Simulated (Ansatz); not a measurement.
Electronic density of states of amorphous Si20O30F20, density 1.96 g/cm³, on a 2×2×2 Γ-centred mesh with a Gaussian width of 0.1 eV; energies count from the Fermi level, whose place inside the gap is arbitrary. Cell and mesh are small, so fine structure isn't converged. Computed with PBE, scalar-relativistic without spin-orbit coupling (plane waves to 420 eV, PAW; Ansatz, a quantum-chemistry and plane-wave program). Sampling: a 2×2×2 Γ-centred mesh; Fermi-Dirac width 0.02 eV; no spin polarisation. At PBE the levels at the filled edge of the gap are localised (band-tail or defect states), and the nearest spread-out levels lie 6.0 eV apart at the zone centre.

A CHGNet melt-quench gave the starting glass, which DFT then relaxed. O and F atoms were pushed apart under 1.9 Å during the dynamics, to hinder bonds among them. The hot cell started wider than the set density and was brought back towards it in steps. It is the lowest in DFT energy of 2 quenches. It is a model cell: composition and starting density were chosen by hand, and all elements were melted together. No dispersion term was used. Its density started from a set value of 2.10 and ended at 1.96 g/cm³. The simulated quench (nominally 280 K/ps over its main leg) is rapid and tends to freeze in more defects than a deposited or slowly cooled glass has. One small periodic cell is one sample of the glass; other quenches scatter about these values. Volume and shape were free in the relaxation.

(E - EF (eV), states/(eV atom)): (-12.00, 0.00); (-11.90, 0.01); (-11.80, 0.07); (-11.70, 0.15); (-11.60, 0.17); (-11.50, 0.12); (-11.40, 0.10); (-11.30, 0.11); (-11.20, 0.11); (-11.10, 0.18); (-11.00, 0.24); (-10.90, 0.19); (-10.80, 0.12); (-10.70, 0.10); (-10.60, 0.14); (-10.50, 0.17); (-10.40, 0.17); (-10.30, 0.14); (-10.20, 0.19); (-10.10, 0.19); (-10.00, 0.16); (-9.90, 0.18); (-9.80, 0.16); (-9.70, 0.12); (-9.60, 0.13); (-9.50, 0.20); (-9.40, 0.24); (-9.30, 0.21); (-9.20, 0.20); (-9.10, 0.16); (-9.00, 0.16); (-8.90, 0.19); (-8.80, 0.21); (-8.70, 0.20); (-8.60, 0.19); (-8.50, 0.17); (-8.40, 0.25); (-8.30, 0.39); (-8.20, 0.49); (-8.10, 0.61); (-8.00, 0.57); (-7.90, 0.46); (-7.80, 0.43); (-7.70, 0.47); (-7.60, 0.71); (-7.50, 0.99); (-7.40, 0.88); (-7.30, 0.70); (-7.20, 0.66); (-7.10, 0.40); (-7.00, 0.15); (-6.90, 0.21); (-6.80, 0.40); (-6.70, 0.38); (-6.60, 0.14); (-6.50, 0.15); (-6.40, 0.34); (-6.30, 0.55); (-6.20, 0.72); (-6.10, 0.88); (-6.00, 0.95); (-5.90, 0.99); (-5.80, 1.14); (-5.70, 1.24); (-5.60, 1.18); (-5.50, 1.10); (-5.40, 1.16); (-5.30, 1.08); (-5.20, 0.88); (-5.10, 0.76); (-5.00, 0.83); (-4.90, 1.01); (-4.80, 1.12); (-4.70, 0.93); (-4.60, 0.73); (-4.50, 0.65); (-4.40, 0.70); (-4.30, 0.81); (-4.20, 0.78); (-4.10, 0.69); (-4.00, 0.69); (-3.90, 0.76); (-3.80, 0.81); (-3.70, 0.78); (-3.60, 0.71); (-3.50, 0.67); (-3.40, 0.62); (-3.30, 0.51); (-3.20, 0.41); (-3.10, 0.26); (-3.00, 0.08); (-2.90, 0.10); (-2.80, 0.14); (-2.70, 0.04); (-2.60, 0.00); (-2.50, 0.00); (-2.40, 0.00); (-2.30, 0.00); (-2.20, 0.00); (-2.10, 0.00); (-2.00, 0.00); (-1.90, 0.00); (-1.80, 0.00); (-1.70, 0.00); (-1.60, 0.00); (-1.50, 0.00); (-1.40, 0.00); (-1.30, 0.00); (-1.20, 0.00); (-1.10, 0.00); (-1.00, 0.00); (-0.90, 0.00); (-0.80, 0.00); (-0.70, 0.00); (-0.60, 0.00); (-0.50, 0.00); (-0.40, 0.00); (-0.30, 0.00); (-0.20, 0.00); (-0.10, 0.00); (0.00, 0.00); (0.10, 0.00); (0.20, 0.00); (0.30, 0.00); (0.40, 0.00); (0.50, 0.00); (0.60, 0.00); (0.70, 0.00); (0.80, 0.00); (0.90, 0.00); (1.00, 0.00); (1.10, 0.00); (1.20, 0.00); (1.30, 0.00); (1.40, 0.00); (1.50, 0.00); (1.60, 0.00); (1.70, 0.00); (1.80, 0.00); (1.90, 0.00); (2.00, 0.00); (2.10, 0.00); (2.20, 0.00); (2.30, 0.00); (2.40, 0.00); (2.50, 0.00); (2.60, 0.00); (2.70, 0.01); (2.80, 0.02); (2.90, 0.01); (3.00, 0.00); (3.10, 0.03); (3.20, 0.04); (3.30, 0.06); (3.40, 0.08); (3.50, 0.06); (3.60, 0.05); (3.70, 0.09); (3.80, 0.12); (3.90, 0.09); (4.00, 0.07); (4.10, 0.07); (4.20, 0.05); (4.30, 0.07); (4.40, 0.14); (4.50, 0.16); (4.60, 0.15); (4.70, 0.15); (4.80, 0.16); (4.90, 0.16); (5.00, 0.17); (5.10, 0.14); (5.20, 0.17); (5.30, 0.25); (5.40, 0.26); (5.50, 0.26); (5.60, 0.25); (5.70, 0.23); (5.80, 0.28); (5.90, 0.39); (6.00, 0.47); (6.10, 0.48); (6.20, 0.48); (6.30, 0.52); (6.40, 0.56); (6.50, 0.53); (6.60, 0.54); (6.70, 0.52)

The level gap on this mesh is 5.61 eV; the broadening fills part of it in the curve.
